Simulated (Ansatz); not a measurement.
Results of LDA (Ansatz, a first-principles code, PAW) for WAg (model structure, P4/mmm, No. 123, 2 atoms in the cell).

Settings: plane-wave cutoff 520 eV, 20×20×14 k mesh (along the axes of the cell as run), Fermi–Dirac smearing 0.05 eV, no spin polarisation, scalar-relativistic PAW data made under PBE.

Cell (relaxed at this level):

```yaml
crystal:
  lattice:
    - [2.64237, 0.00000, 0.00000]
    - [0.00000, 2.64237, 0.00000]
    - [0.00000, 0.00000, 4.43585]
  atoms:
    - { symbol: Ag, position: [0.00000, 0.00000, 0.00000] }
    - { symbol: W, position: [0.50000, 0.50000, 0.50000] }
```

Q: What does this level give for the bulk modulus B0?

A: 
- bulk modulus B0 = 231 GPa

Note: the run has no spin polarisation, so it can have missed a magnetic state; the bulk modulus is −V dP/dV from two relaxed cells at ±2 % in volume; the relaxation could raise the start's symmetry but not lower it, so the cell can be a saddle point.

Spin–orbit coupling is not included.

A model structure was made by putting elements into a prototype or built by hand; it is no filed structure, need not be a known phase, and can be a saddle point held by its symmetry.
